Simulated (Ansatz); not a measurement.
Results of r²SCAN (Ansatz, a program for electronic structure, plane waves, PAW) for P (model structure, started from the lonsdaleite type, P6₃/mmc, No. 194, 4 atoms in the cell).

Run with plane-wave cutoff 560 eV, 18×18×10 k mesh (along the axes of the cell as run), Fermi–Dirac smearing 0.05 eV, scalar-relativistic PAW data made under PBE.

Cell (relaxed at this level):

```yaml
crystal:
  lattice:
    - [3.27180, 0.00000, 0.00000]
    - [-1.63590, 2.83346, 0.00000]
    - [0.00000, 0.00000, 11.46572]
  atoms:
    - { symbol: P, position: [0.33333, 0.66667, 0.05339] }
    - { symbol: P, position: [0.66667, 0.33333, 0.55339] }
    - { symbol: P, position: [0.66667, 0.33333, 0.94661] }
    - { symbol: P, position: [0.33333, 0.66667, 0.44661] }
```

### Question
Predict the band gap, smallest direct gap on the k points sampled and direct gap at Γ.

### Answer

* **band gap**: 1.61 eV (indirect)
* **smallest direct gap on the k points sampled**: 1.95 eV
* **direct gap at Γ**: 3.93 eV

Note: the relaxation could raise the start's symmetry but not lower it, so the cell can be a saddle point.

A model structure was made by putting elements into a prototype or built by hand; it is no filed structure, need not be a known phase, and can be a saddle point held by its symmetry.
